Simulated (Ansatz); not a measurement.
## CrCl₃ (space group R-3, No. 148; ferromagnetic; a cell from a computed database, its experimental status unchecked; layered, stacked along the Cartesian z axis)

```
CrCl3
1.0
    2.97996     1.72048     5.74594
   -2.97996     1.72048     5.74594
    0.00000    -3.44096     5.74594
Cr Cl
2 6
Direct
  0.66652   0.66652   0.66652
  0.33348   0.33348   0.33348
  0.56916   0.92329   0.27559
  0.43084   0.07671   0.72441
  0.92329   0.27559   0.56916
  0.07671   0.72441   0.43084
  0.27559   0.56916   0.92329
  0.72441   0.43084   0.07671
```

Level of theory: Kohn–Sham DFT with the r2SCAN+rVV10 functional, run in Ansatz (a program for electronic structure) with PAW and 500 eV plane waves, without spin-orbit coupling. k-mesh 7×7×7 (Γ-centred); smearing 0.05 eV (Fermi–Dirac).

- Volume per atom: 22.09 Å³
- Density: 2.98 g/cm³
- Band gap: 2.43 eV, indirect, L → k = (0.143, -0.429, 0.429) in the run's primitive reciprocal basis
- Magnetic state: ferromagnetic
- Total energy: -1659.166 eV/atom (σ→0; compares only within this code and set-up)

Stability against distortions was not tested. No Hubbard U is applied and the magnetic state is the run's own (CrCl3 ferromagnetic); other magnetic orders, which need larger cells, were not tried and can change the gap.
